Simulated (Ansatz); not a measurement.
Base system: SrCoO$_{3}$ in the cubic perovskite structure (space group Pm-3m, No. 221; a = 3.769 Å; ferromagnetic).

Calculations: PBEsol, PAW, 420 eV (Ansatz, a quantum-chemistry and plane-wave program; without spin-orbit coupling).

One change was made to it. Results:

The shortest interatomic distance goes up by 0.236 Å to 2.121 Å; the band gap stays zero; the density drops by 0.30 g/cm³ (6.03 g/cm³ → 5.73 g/cm³).

Q: Which of these changes matches the shifts?
A) Co → Tl
B) Co → Ir
C) Co → Te

A: C, Co → Te. For comparison, the density in the other runs: Co → Tl gives 7.56 g/cm³; Co → Ir gives 8.91 g/cm³.

Spin-orbit coupling, missing from the scalar runs, can matter with Te. No phonon test of stability was made. As relaxed here, SrTeO3 is a hypothetical phase, not in the database extracts checked. For SrTlO3 and SrIrO3 in this form, whether it has been made was not checked. No Hubbard U is applied and the magnetic state is the run's own (SrCoO3 ferromagnetic); other magnetic orders, which need larger cells, were not tried and can change the gap. Spin-polarised in the final run: base; the other runs are not. An odd electron count without spin: SrTlO3 and SrIrO3. Many cubic perovskites are stable only at high temperature; tilts and polar distortions were not tested. The zero or small gap of SrTeO3 can change with the level of theory.
